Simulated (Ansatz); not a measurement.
## Ba under a change: uniaxial strain ε_zz = +3.00 %

Consider Ba in the bcc (W type) structure (space group Im-3m, No. 229; a = 4.8819 Å; relaxed with 0.1 eV smearing). Axes: x, y, z lie along the cube axes.

It is then changed as follows: uniaxial strain ε_zz = +3.00 %, all other strain components held at zero, atoms relaxed at fixed cell.

Calculations: PBEsol (Ansatz, a program for electronic structure, PAW, no spin-orbit coupling). Γ-centred 19×19×19 mesh, Fermi–Dirac width 0.1 eV.

```tsv
quantity	base	changed	shift
volume per atom	58.17 Å³	59.92 Å³	+1.75 Å³
space group	Im-3m (No. 229)	I4/mmm (No. 139)	–
shortest interatomic distance	7.989 bohr	8.070 bohr	+0.081 bohr
energy relative to the base (free energy F)	0 meV/atom	+1.8 meV/atom	+1.8 meV/atom
pressure (mean of the normal stresses, compression positive)	0.0 GPa	-0.2 GPa	-0.26 GPa
band gap	zero	zero	–
stress (xx, yy, zz, yz, xz, xy; compression positive)	–	(-0.2, -0.2, -0.3, 0.0, 0.0, 0.0) GPa	–
```

Cost of the whole job for the changed cell (relaxation, final SCF and bands): about 40 core-seconds (a rough figure).

Whether these cells are dynamically stable was not tested.
